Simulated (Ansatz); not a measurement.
Start from MoTe₂ in the 2H-MoS2 type structure (space group P6_3/mmc, No. 194; a = 3.4966 Å, c = 13.6958 Å; layered, stacked along the Cartesian z axis).

Structures relaxed with DFT with PBE-D3(BJ), PAW potentials and a 420 eV plane-wave cutoff in Ansatz (a quantum-chemistry and plane-wave program), no spin-orbit coupling.

Base:

Simulated powder pattern, Cu Kα1, λ = 1.54056 Å (kinematic, ideal powder, no thermal factors, no anomalous dispersion; the 10 strongest lines at most, above 2 %, up to 2θ = 90°):

| 2θ (°) | I/Imax (%) | hkl |
|---|---|---|
| 12.92 | 17 | (002) |
| 26.00 | 12 | (004) |
| 29.47 | 38 | (100) |
| 35.55 | 100 | (103) |
| 44.57 | 31 | (105) |
| 52.28 | 29 | (110) |
| 64.82 | 17 | (203) |
| 78.06 | 16 | (118) |
| 83.97 | 11 | (1 0 11) |
| 87.87 | 15 | (213) |

Perturbation: a negative pressure, −2 GPa.

Problem. How do the reflections move or split?

Solution. 
Simulated powder pattern, Cu Kα1, λ = 1.54056 Å (kinematic, ideal powder, no thermal factors, no anomalous dispersion; the 10 strongest lines at most, above 2 %, up to 2θ = 90°):

```
2θ (°)  I/Imax (%)    hkl
------  ----------  -----
12.39           30  (002)
24.93           15  (004)
29.15           41  (100)
34.82          100  (103)
43.30           47  (105)
51.68           32  (110)
63.83           17  (203)
69.65           11  (205)
75.68           21  (118)
86.50           15  (213)
```

The indices refer to the base's conventional cell; one index is shown for lines that coincide.

Load acts through the strain it causes; cell and atoms are relaxed under it. No phonon test of stability was made. The program warned that a D3 coordination switch lies within reach, so dispersion energies are less smooth here.
